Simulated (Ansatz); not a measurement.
**Functionals side by side, with their cost (level): BAs (F-43m, 2 atoms in the cell)**

```yaml
crystal:
  lattice:
    - [0.00000, 2.43252, 2.43252]
    - [2.43252, 0.00000, 2.43252]
    - [2.43252, 2.43252, 0.00000]
  atoms:
    - { symbol: B, position: [0.25000, 0.25000, 0.25000] }
    - { symbol: As, position: [0.00000, 0.00000, 0.00000] }
```

Program: Ansatz (an electronic-structure program), default PAW files; each row names its functional.

Base settings: basis.ecutwfc = 420 eV; kpoints.mp_grid.grid = 9 9 9; hamiltonian.xc = hse06; hamiltonian.pseudopotentials = {kind: paw}, with the files named one by one; scf.occupations.method = gaussian; scf.occupations.width = 0.02 eV.

Differences are taken from HSE06, a reference of convenience: it is no measurement, and no ranking of the functionals follows.

Core times come from one kind of shared machine and are given to one figure; runs under 30 s give none.

The starting cell comes from a database of computed structures (which also holds hypothetical and non-ambient phases and stackings), without a prior relaxation at this level. Its lattice was rescaled by a random factor within 2.5 % of one. In the base run, with a pressure of about -8 GPa the cell is away from its equilibrium volume at this level. Ansatz's pressure includes its estimate of the finite-basis (Pulay) stress.

| level | gap on the mesh less reference (eV) | pressure less reference (GPa) | core time / reference (rough) |
|---|---|---|---|
| PBE | -0.638 | 3.32 | – |
| PBE0 | 0.665 | -0.14 | 0.8 |
| HSE06 | 0.000 | 0.00 | 1 |

Keys are those of Ansatz 0.2.
